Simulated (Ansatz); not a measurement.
A (14,0) black phosphorus nanotube, stretched and compressed along its axis from its relaxed period of 3.302 Å, atoms relaxed at each length.

Computed with PBE (plane waves to 420 eV, PAW; Ansatz, a program for electronic structure). Mesh 1×1×10. No spin polarisation. One-dimensional cell, images about 11 Å apart. A hypothetical model, rolled from the flat sheet. Symmetry and one short period hold its shape; lower forms weren't sought. Buckling under compression is shut out by symmetry and the short period. Energies are free energies at a Fermi–Dirac width of 0.02 eV, from the unstrained cell.

```
strain (%)  energy (meV a period)  axial force (nN)  PBE gap (eV)
----------  ---------------------  ----------------  ------------
-3.0                         +592            -20.04          0.58
-1.5                         +142             -9.38          0.62
0.0                             0              0.00          0.66
+1.5                         +127             +8.06          0.69
+3.0                          ___               ___           ___
+6.0                          ___               ___           ___
```

Problem. Some entries are withheld; supply them.

Solution. 
- +3.0, energy (meV a period): +483
- +3.0, axial force (nN): +14.80
- +3.0, PBE gap (eV): 0.72
- +6.0, energy (meV a period): +1725
- +6.0, axial force (nN): +24.42
- +6.0, PBE gap (eV): 0.60
